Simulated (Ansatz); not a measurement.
Structures of equal composition on the (111)B surface of zinc-blende GaAs (As plane on top): 2x2 Si adatom at H3; 2x2 Si adatom at T4. The slabs share one bottom face, and each structure is named by its start. These are constructed structures in small cells; real faces may alloy, dewet or reconstruct in larger ones, and not all known structures of the face are among them. Slabs of about 14 Å, Fermi-Dirac smearing of 0.025 eV. Bottom of the slabs: H caps. Relaxed from the named starts with such symmetry as they have, on meshes of like density; energies extrapolated to zero smearing; spin only where a row says so; no spin-orbit coupling, no U. Brackets mark spin-polarised runs, whose order is one that fits the cell. Where a second, spin-polarised start was run, the lower counts.

Calculation: PBE (plane waves to 420 eV, PAW; Ansatz, a first-principles code).

**Question.** Rank these by energy per 1x1 cell (lowest first), as PBE gives it.

**Answer.** 2x2 Si adatom at T4 (0.000 eV [spin, 0.8 μB a cell], no gap on the mesh), 2x2 Si adatom at H3 (0.049 eV [spin start, no net moment], no gap on the mesh)
